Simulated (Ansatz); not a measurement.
Base system: ZnO in the wurtzite structure (space group P6_3mc, No. 186; a = 3.2795 Å, c = 5.2937 Å).

Computed with Kohn–Sham DFT with the PBE functional, run in Ansatz (a quantum-chemistry and plane-wave program) with PAW and 420 eV plane waves, scalar-relativistic without spin-orbit coupling.

Strains are applied to the cell and any free atomic positions relax.

One change was made to it. Results:

```json
[
 {"quantity": "band gap", "base": "0.74 eV", "after": "0.85 eV"},
 {"quantity": "width of the top valence band", "base": "1.71 eV", "after": "1.87 eV"},
 {"quantity": "valence-band top at Γ (three highest levels, from the VBM)", "base": "0.00, 0.00, -0.08 eV", "after": "0.00, 0.00, -0.10 eV"},
 {"quantity": "energy relative to the base (free energy F)", "base": "0 meV/atom", "after": "+28 meV/atom"},
 {"quantity": "electron mass", "base": "0.14 mₑ (at Γ)", "after": "0.15 mₑ (at Γ)"}
]
```

Question: Name the change that was made.
A) isotropic strain −1.20 %
B) isotropic strain −0.60 %
C) isotropic strain −2.40 %
D) isotropic strain −1.80 %

Answer: C, isotropic strain −2.40 %. For comparison, the energy relative to the base in the other runs: isotropic strain −1.80 % gives +15 meV/atom; isotropic strain −1.20 % gives +6.7 meV/atom; isotropic strain −0.60 % gives +1.6 meV/atom.

Masses are band curvatures over ±0.01 Å⁻¹ around the edge. Semilocal Kohn–Sham gaps tend to fall short of experiment. No phonon test of stability was made.
